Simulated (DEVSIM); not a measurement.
System: abrupt InP n-p junction, at 300 K.

Layer 1 from the left is InP, thickness (μm) 2.30, Nd (cm⁻³) 2.7e16, τn (s) 5.6e-9, τp (s) 5.6e-9. Layer 2 from the left is InP, thickness (μm) 10.0, Na (cm⁻³) 9.8e17, τn (s) 5.6e-9, τp (s) 5.6e-9.

Left contact: ohmic. Right contact: ohmic. Voltage is applied to the left contact. Recombination: SRH at mid-gap. Mobility is constant in doping.

The device is made up for the run: typed textbook-type constants, with dimensions and the other settings drawn at random. Values at 300 K.

InP: gap (eV) 1.344, affinity (eV) 4.38, permittivity 12.5, Nc (cm⁻³) 5.7e17, Nv (cm⁻³) 1.1e19, μn (cm²/Vs) 5200, μp (cm²/Vs) 170.

Simulated with DEVSIM: 1D drift-diffusion, Boltzmann statistics, complete ionisation; no tunnelling, impact ionisation, image-force lowering or self-heating.

Question: What does the simulation give for the largest field in the device at zero bias, the dark forward voltage at 1 A/cm², the dark forward voltage at 100 A/cm²?

Answer: largest field in the device at zero bias 98000 V/cm; dark forward voltage at 1 A/cm² 0.975 V; dark forward voltage at 100 A/cm² 1.110 V.
